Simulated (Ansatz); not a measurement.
System: MgS (model structure, started from the GeS type, Fm-3m, No. 225, 8 atoms in the cell). Method: LDA (Ansatz, a program for electronic structure, PAW).

Numerical settings: plane-wave cutoff 520 eV, 6×16×14 k mesh (along the axes of the cell as run), Fermi–Dirac smearing 0.05 eV, scalar-relativistic PAW data made under PBE.

Cell (relaxed at this level):

```cif
data_Mg4S4
_chemical_formula_sum 'Mg4 S4'
_space_group_name_H-M_alt 'Fm-3m'
_space_group_IT_number 225
_space_group_name_Hall '-F 4 2 3'
_cell_length_a 5.12915
_cell_length_b 5.12915
_cell_length_c 5.12915
_cell_angle_alpha 90.000
_cell_angle_beta 90.000
_cell_angle_gamma 90.000
loop_
_atom_site_label
_atom_site_type_symbol
_atom_site_symmetry_multiplicity
_atom_site_Wyckoff_symbol
_atom_site_fract_x
_atom_site_fract_y
_atom_site_fract_z
_atom_site_occupancy
Mg1 Mg 4 a 0.00000 0.00000 0.00000 1
S1 S 4 b 0.50000 0.50000 0.50000 1
```

**Question.** Give the computed band gap and bulk modulus B0.

**Answer.** 
- band gap: 2.65 eV (on the SCF k mesh)
- bulk modulus B0: 83.4 GPa

Note: the bulk modulus is −V dP/dV from two relaxed cells at ±2 % in volume.

The computed numbers hold no vibrational or temperature effects.

A model structure was made by putting elements into a prototype or built by hand; here it ended with the formula and space group of a phase in our tables.
